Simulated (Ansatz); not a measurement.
## SiO2: pressure series

Start from SiO$_{2}$ in the rutile structure (space group P4_2/mnm, No. 136).

```xyz
6
Lattice="4.2359 0.0000 0.0000 0.0000 4.2359 0.0000 0.0000 0.0000 2.6899" Properties=species:S:1:pos:R:3 pbc="T T T"
Si     2.1179     2.1179     1.3450
Si     0.0000     0.0000     0.0000
O      3.4183     3.4183     1.3450
O      1.3004     2.9355     0.0000
O      2.9355     1.3004     0.0000
O      0.8176     0.8176     1.3450
```

Cell and atoms are relaxed at each pressure.

Method: PBE/PAW in Ansatz (an electronic-structure program), scalar-relativistic without spin-orbit coupling, earlier PAW set.

```
pressure (GPa)  volume per atom (Å³/atom)
--------------  -------------------------
-2                                  8.108
-1                                  8.075
0                                   8.044
0.9                                 8.016
2.1                                 7.980
4.5                                 7.912
9                                       ?
15                                  7.650
30                                  7.347
```

### Question
Fit the third-order Birch–Murnaghan form P(V) = (3B₀/2)[(V₀/V)^(7/3) − (V₀/V)^(5/3)]·[1 + (3/4)(B₀′ − 4)((V₀/V)^(2/3) − 1)] (squares taken in P) to the rows shown and predict the withheld row.

### Answer
Least squares on the printed values gives V₀ = 8.044 Å³/atom, B₀ = 262 GPa, B₀′ = 5.2; this predicts 7.793 Å³/atom, and the run gives 7.793 Å³/atom, in agreement.

Measured bulk modulus of SiO2: 309.9 GPa (room temperature; as listed in arXiv:1001.2066); the computed value is for a static lattice, so the two differ by thermal effects too.

Load acts through the strain it causes; cell and atoms are relaxed under it. Whether these cells are dynamically stable was not tested. No other phases were tried under pressure.
